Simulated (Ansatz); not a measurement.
# Ru: response to strain

The parent structure is Ru in the hcp (Mg type) structure (space group P6_3/mmc, No. 194; a = 2.6756 Å, c = 4.2237 Å; relaxed with 0.1 eV smearing). Axes: x lies along a and z along c of the hexagonal cell.

Strains are applied to the cell and any free atomic positions relax.

Level of theory: LDA (Ansatz, an electronic-structure program, PAW, no SOC).

Notes on the quantities. pressure: mean of the normal stresses, compression positive; energy relative to the base: free energy F.

```json
[
 {"variant": "base", "pressure": "0.0 GPa", "energy relative to the base": "0 meV/atom", "shortest interatomic distance": "2.617 Å"},
 {"variant": "tensor shear ε_xz = +1.71 %", "pressure": "0.4 GPa", "energy relative to the base": "+10 meV/atom", "shortest interatomic distance": "2.581 Å"},
 {"variant": "tensor shear ε_xz = +0.86 %", "pressure": "0.1 GPa", "energy relative to the base": "+2.6 meV/atom", "shortest interatomic distance": "2.598 Å"},
 {"variant": "tensor shear ε_xz = +2.00 %", "pressure": "0.5 GPa", "energy relative to the base": "+14 meV/atom", "shortest interatomic distance": "2.575 Å"},
 {"variant": "tensor shear ε_xz = +0.29 %", "pressure": "0.0 GPa", "energy relative to the base": "+0.3 meV/atom", "shortest interatomic distance": "2.610 Å"},
 {"variant": "tensor shear ε_xz = +1.43 %", "pressure": "0.3 GPa", "energy relative to the base": "+7.1 meV/atom", "shortest interatomic distance": "2.586 Å"},
 {"variant": "tensor shear ε_xz = +1.14 %", "pressure": "0.2 GPa", "energy relative to the base": "+4.5 meV/atom", "shortest interatomic distance": "2.592 Å"},
 {"variant": "tensor shear ε_xz = +0.57 %", "pressure": "0.0 GPa", "energy relative to the base": "+1.1 meV/atom", "shortest interatomic distance": "2.604 Å"}
]
```

Whether these cells are dynamically stable was not tested. All final runs are without spin polarisation.
